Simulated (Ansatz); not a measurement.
The reference is SnO$_{2}$ in the rutile structure (space group P4_2/mnm, No. 136; a = 4.7224 Å, c = 3.1903 Å). Axes: x, y, z lie along a, b, c of the conventional cell.

Computed with LDA in Ansatz (plane waves to 420 eV, PAW, scalar-relativistic without spin-orbit coupling).

Now apply this change: tensile biaxial strain of 3.00 % in the plane normal to [001], as in epitaxy on a mismatched substrate; the out-of-plane cell vector and the atoms relax.

### Question
What happens to the in-plane stress?

### Answer
The mean in-plane stress (compression positive) comes out as -8.5 GPa.

### Question
Predict the new ratio −ε⊥/ε∥.

### Answer
The ratio −ε⊥/ε∥ is 0.64.

No phonon test of stability was made.

Ansatz is an electronic-structure program.
